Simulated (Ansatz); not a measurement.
Here is the system:

End structure of a constructed model of the (100) surface of fcc Ag, a pseudomorphic layer of Fe in the host's stacking (bottom of the slab: a bare face, its two planes held):

```yaml
crystal:
  lattice:
    - [2.93338, 0.00000, 0.00000]
    - [0.00000, 2.93338, 0.00000]
    - [0.00000, 0.00000, 28.50000]
  atoms:
    - { symbol: Ag, position: [0.50000, 0.50000, 0.28275] }
    - { symbol: Ag, position: [0.00000, 0.00000, 0.35553] }
    - { symbol: Ag, position: [0.50000, 0.50000, 0.42860] }
    - { symbol: Ag, position: [0.00000, 0.00000, 0.50172] }
    - { symbol: Ag, position: [0.50000, 0.50000, 0.57469] }
    - { symbol: Ag, position: [0.00000, 0.00000, 0.64823] }
    - { symbol: Fe, position: [0.50000, 0.50000, 0.71120] }
```

Set-up: 7 atoms, 12.4 Å thick at the start; mesh 13x13x1; 0.1 eV smearing; dipole correction on; 2 atoms held, the rest relaxed; start symmetry kept, larger cells not searched; spin-polarised, ending with about 3.1 μB a cell; orders that need a larger cell were not tried, no spin-orbit, no U. It is one candidate, not shown to be the stable structure of the face.

**Question.** Give the work function of the top face at the level Ansatz (a first-principles code) with PBE.

**Answer.** 4.15 eV
